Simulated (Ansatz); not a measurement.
Take CsGeCl3 (space group R3m, No. 160; a cell from a computed database, its experimental status unchecked) as the base.

```
CELL_PARAMETERS angstrom
      3.74406     2.16164     3.07500
     -3.74406     2.16164     3.07500
      0.00000    -4.32327     3.07500
ATOMIC_POSITIONS crystal
  Cs 0.00462 0.00462 0.00462
  Ge 0.49129 0.49129 0.49129
  Cl 0.50598 0.03615 0.50598
  Cl 0.03615 0.50598 0.50598
  Cl 0.50598 0.50598 0.03615
```

Levels (all Ansatz, a quantum-chemistry and plane-wave program, PAW): PBEsol (420 eV, without spin-orbit coupling); r2SCAN (500 eV, no SOC).

The geometry is relaxed with PBEsol.

PBEsol pressure: 0.00 GPa
PBEsol band gap: 1.33 eV
PBEsol width of the top valence band: 2.85 eV

Problem. Predict the pressure, band gap and width of the top valence band from r2SCAN.

Solution. The pressure goes from zero to 0.87 GPa; the band gap increases by 0.34 eV (1.33 eV → 1.67 eV); the width of the top valence band increases by 0.216 eV, from 2.85 eV to 3.06 eV.

Single points use the geometry relaxed with PBEsol. Their cutoffs differ, which shifts pressures a little. Whether these cells are dynamically stable was not tested.
